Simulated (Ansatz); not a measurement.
The starting structures come from a database of crystals and need not be the phases stable at ambient conditions.

Evanescent states of LaOF (P4/nmm, not sure to be the ambient phase, 6 atoms a cell, 16.0 Å³ an atom) along the normal of (100)

Computed with r2SCAN (plane waves, PAW; Ansatz, a first-principles code).

The gap is the functional's own. No spin-orbit coupling. Mid-gap values are interpolated on the energy grid.

Energies count from the valence-band top; κ is the least over a 8×6 mesh across the current.

```json
[
 {"E (eV)": "0.12", "κ (1/Å)": "0.224", "where": "off Γ"},
 {"E (eV)": "0.36", "κ (1/Å)": "0.383", "where": "off Γ"},
 {"E (eV)": "0.60", "κ (1/Å)": "0.445", "where": "Γ"},
 {"E (eV)": "0.84", "κ (1/Å)": "0.476", "where": "Γ"},
 {"E (eV)": "1.08", "κ (1/Å)": "0.487", "where": "Γ"},
 {"E (eV)": "1.32", "κ (1/Å)": "0.491", "where": "Γ"},
 {"E (eV)": "1.56", "κ (1/Å)": "0.493", "where": "Γ"},
 {"E (eV)": "1.80", "κ (1/Å)": "0.492", "where": "Γ"},
 {"E (eV)": "2.04", "κ (1/Å)": "0.489", "where": "Γ"},
 {"E (eV)": "2.28", "κ (1/Å)": "0.484", "where": "Γ"},
 {"E (eV)": "2.52", "κ (1/Å)": "0.477", "where": "Γ"},
 {"E (eV)": "2.76", "κ (1/Å)": "0.468", "where": "Γ"},
 {"E (eV)": "3.00", "κ (1/Å)": "0.458", "where": "Γ"},
 {"E (eV)": "3.24", "κ (1/Å)": "0.445", "where": "Γ"},
 {"E (eV)": "3.48", "κ (1/Å)": "0.430", "where": "Γ"},
 {"E (eV)": "3.72", "κ (1/Å)": "0.412", "where": "Γ"},
 {"E (eV)": "3.96", "κ (1/Å)": "0.391", "where": "Γ"},
 {"E (eV)": "4.20", "κ (1/Å)": "0.367", "where": "Γ"},
 {"E (eV)": "4.44", "κ (1/Å)": "0.339", "where": "Γ"},
 {"E (eV)": "4.68", "κ (1/Å)": "0.305", "where": "Γ"},
 {"E (eV)": "4.92", "κ (1/Å)": "0.241", "where": "off Γ"}
]
```

Q: How thick must the barrier be to attenuate the transmission by 10^4 when the electrodes' Fermi level lies at 4.20 eV, and what attenuation does that film give at 4.68 eV?

A: d = 4 ln 10 / (2 × 0.367) = 12.5 Å. At 4.68 eV it gives 4 × 0.305/0.367 = 3.3 decades.
